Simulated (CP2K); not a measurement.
A self-consistent single point of MgH2 (P4_2/mnm, 6 atoms in the cell) with CP2K.

Level of theory: PBE, GPW, DZVP-MOLOPT-SR-GTH basis, GTH-PBE potentials (GTH_POTENTIALS) (CP2K).

```xyz
6
Lattice="4.5322 0.0000 0.0000 0.0000 4.5322 0.0000 0.0000 0.0000 3.0296" Properties=species:S:1:pos:R:3 pbc="T T T"
Mg     2.2661     2.2661     1.5148
Mg     0.0000     0.0000     0.0000
H      3.1525     3.1525     0.0000
H      1.3797     1.3797     0.0000
H      3.6458     0.8864     1.5148
H      0.8864     3.6458     1.5148
```

Reference input (self-consistent single point, DFT PBE, GPW, DZVP-MOLOPT-SR-GTH basis, GTH-PBE potentials (GTH_POTENTIALS)): CUTOFF = 1000 Ry; REL_CUTOFF = 50 Ry; KPOINTS/SCHEME = MONKHORST-PACK 6 6 9; GAMMA_CENTERED = T; XC_FUNCTIONAL = PBE; Mg/BASIS_SET = DZVP-MOLOPT-SR-GTH-q10; Mg/POTENTIAL = GTH-PBE-q10; H/BASIS_SET = DZVP-MOLOPT-SR-GTH-q1; H/POTENTIAL = GTH-PBE-q1; METHOD = GPW; EPS_DEFAULT = 1e-10; NGRIDS = 5. This run's input differs from it in these lines:

```diff
@@ -35,3 +35,3 @@
     &KPOINTS
-      SCHEME MONKHORST-PACK 6 6 9
+      SCHEME MONKHORST-PACK 4 4 6
       GAMMA_CENTERED T
```

The program printed (abridged):

```
 SCF WAVEFUNCTION OPTIMIZATION

  Step     Update method      Time    Convergence         Total energy    Change
     1 NoMix/Diag. 0.30E+00      -     1.18917395      -128.6658191606 -1.29E+02
     2 Broy./Diag. 0.30E+00      -     0.01142618      -128.7565020145 -9.07E-02
     3 Broy./Diag. 0.30E+00      -     0.02158218      -128.8962520355 -1.40E-01
     4 Broy./Diag. 0.30E+00      -     0.00351866      -128.8888614868  7.39E-03
     5 Broy./Diag. 0.30E+00      -     0.00151136      -128.8845568247  4.30E-03
     6 Broy./Diag. 0.30E+00      -     0.00006845      -128.8814782956  3.08E-03
     7 Broy./Diag. 0.30E+00      -     0.00003945      -128.8794138912  2.06E-03
     8 Broy./Diag. 0.30E+00      -     0.00000984      -128.8793636059  5.03E-05
     9 Broy./Diag. 0.30E+00      -     0.00000137      -128.8795354711 -1.72E-04
    10 Broy./Diag. 0.30E+00      -     0.00000024      -128.8795513806 -1.59E-05
  *** SCF run converged in    10 steps ***

  Overlap energy of the core charge distribution:               0.00000000000000
  Self energy of the core charge distribution:               -298.33530625122683
  Core Hamiltonian energy:                                     88.74774953576619
  Hartree energy:                                              99.41624205259909
  Exchange-correlation energy:                                -18.70823671775091

  Total energy:                                              -128.87955138061244

                     Mulliken Population Analysis

 #  Atom  Element  Kind  Atomic population                           Net charge
       1     Mg       1          9.908272                              0.091728
       2     Mg       1          9.908266                              0.091734
   [... lines left out ...]

 STRESS| Analytical stress tensor [bar]
 STRESS|                        x                   y                   z
 STRESS|      x       -1.62570378678E+04  -1.23536101063E-01  -1.88963660389E-04
 STRESS|      y       -1.23536101063E-01  -1.62570378682E+04  -1.89005270271E-04
 STRESS|      z       -1.88963660389E-04  -1.89005270271E-04  -2.64107613557E+04
 STRESS| 1/3 Trace                                            -1.96416123639E+04
```

The run converged in 10 iterations. Against the reference run the free energy hardly moves (within 1 meV/atom), the pressure moves little (-1.97 to -1.96 GPa), the largest force stays at 0.100 eV/Å and the gap on the mesh goes from 3.246 to 3.099 eV.

The starting cell comes from a database of computed structures (which also holds hypothetical and non-ambient phases and stackings), without a prior relaxation at this level. Its lattice was rescaled by a random factor within 2.5 % of one. Values carry the incompleteness of an atom-centred basis.
